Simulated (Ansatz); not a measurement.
The reference is PbF₂ in the fluorite structure (space group Fm-3m, No. 225; a = 6.001 Å).

All numbers come from plane-wave PAW DFT at the PBE level (Ansatz, a program for electronic structure, 420 eV), scalar-relativistic without spin-orbit coupling.

Before the change:

| Quantity | Value |
|---|---|
| Pressure | 0.00 GPa |
| Electron mass | 2.5 mₑ along k, 0.51 mₑ across (at X) |

The change: the cell is scaled by 0.9879 in all directions; the atoms relax in the strained cell.

Question: What happens to the pressure?

Answer: The pressure goes from zero to 2.65 GPa.

Question: What happens to the energy relative to the base?

Answer: The energy rises by 5.2 meV/atom.

Question: Predict the new mean gap deformation potential ΔEg/Δln V.

Answer: The mean gap deformation potential ΔEg/Δln V comes out as +0.1 eV.

Question: What does the calculation give for the electron mass after the change?

Answer: The electron mass changes from 2.5 mₑ along k, 0.51 mₑ across (at X) to 2.9 mₑ along k, 0.50 mₑ across (at X).

Spin-orbit coupling, missing from the scalar runs, can matter with Pb. Masses are band curvatures over ±0.01 Å⁻¹ around the edge. Along k means along the line from Γ to the band edge. Stability against distortions was not tested.
